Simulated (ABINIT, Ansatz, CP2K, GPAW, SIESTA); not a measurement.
## Code comparison for a sheet of TiTe2 (3 atoms in the cell)

Self-consistent single point.

```xyz
3
Lattice="3.8770 0.0000 0.0000 -1.9385 3.3576 0.0000 0.0000 0.0000 17.1706" Properties=species:S:1:pos:R:3 pbc="T T T"
Ti     0.0000     0.0000     8.5853
Te     0.0000     2.2384    10.1706
Te     1.9385     1.1192     7.0000
```

Shared settings, as Ansatz (a first-principles code) writes them: kpoints.mp_grid.grid = 5 5 1; scf.occupations.method = gaussian; scf.occupations.width = 0.1 eV. Potentials and cutoffs stand in the table.

| code | model | largest force (eV/Å) | cutoff |
|---|---|---|---|
| CP2K | LDA (Pade form), GPW, DZVP-MOLOPT-SR-GTH basis, GTH-PADE potentials (GTH_POTENTIALS) | 0.424 | grid 600 Ry |
| Ansatz | LDA (PW92), default PAW files made with PBE | 0.311 | 420 eV |
| GPAW | LDA (Perdew-Wang 92), GPAW PAW datasets LDA (gpaw-data 1.0.1) | 0.294 | 850 eV |
| SIESTA | LDA PW92, numerical atomic orbitals DZP, PseudoDojo LDA standard norm-conserving potentials (rewritten from UPF to PSML) | 0.358 | grid 300 Ry |
| ABINIT | LDA (PW92), PAW (JTH v2.0 LDA PAW) | 0.342 | 60 Ry |

On Ansatz's run: spin-orbit coupling is off. Spin polarisation is off, so a magnetic state, if there is one, cannot be reached.

The spread over the programs that give each value: largest force within 0.130 eV/Å.

CP2K and SIESTA use small atom-centred bases, whose incompleteness enters pressures, forces and empty levels differently from a plane-wave cutoff. In the force vectors, CP2K (by 0.113) lies more than 0.08 eV/Å from the median of the plane-wave programs.

The starting cell was generated: these elements placed on a structure prototype, without a prior relaxation; it need not be a known phase or ordering of this composition. Its lattice was rescaled in the plane by a random factor within 2.5 % of one.

Keys are those of Ansatz 0.2.
